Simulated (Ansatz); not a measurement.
**What 5 layers does to GaAs**

Start from GaAs in the zinc blende structure (space group F-43m, No. 216; a = 5.6656 Å). Axes: x, y, z lie along the cube axes.

The change: a free-standing slab of 5 layers (10 atoms, 2 a layer) is cut normal to [110], with 15 Å of vacuum and the in-plane cell held at bulk.

Calculations: plane-wave PAW DFT at the r2SCAN level (Ansatz, an electronic-structure program, 500 eV), spin-orbit coupling left out, earlier PAW set. Γ-centred 8×6×1 mesh, Fermi–Dirac width 0.05 eV, for the changed cell.

```tsv
quantity	base	changed	shift
layer's space group (with vacuum)	–	Pmm2 (No. 25)	–
shortest interatomic distance	2.453 Å	2.417 Å	-0.036 Å
band gap	0.97 eV	1.07 eV	+0.10 eV
gap character	–	indirect, Γ → X	–
smallest direct gap	0.97 eV	1.46 eV	+0.49 eV
valence-band top at Γ (three highest levels, from the VBM)	0.00, 0.00, 0.00 eV	0.00, -0.37, -0.53 eV	–
excess energy per area of both faces (slab less bulk energy over the cell's area: twice a surface energy)	–	1.45 J/m²	–
thickness between the outermost nuclei	–	8.47 Å	–
change of the spacing d12 from its bulk value of 2.003 Å	–	-7.0 %	–
change of the spacing d23 from its bulk value of 2.003 Å	–	+1.7 %	–
```

Cost of the whole job for the changed cell (relaxation, final SCF and bands): very roughly 21 core-minutes.

The excess energy carries the mismatch between the slab's and the bulk's meshes. No phonon test of stability was made. Labels are those of the standard path for the cell's own space group.
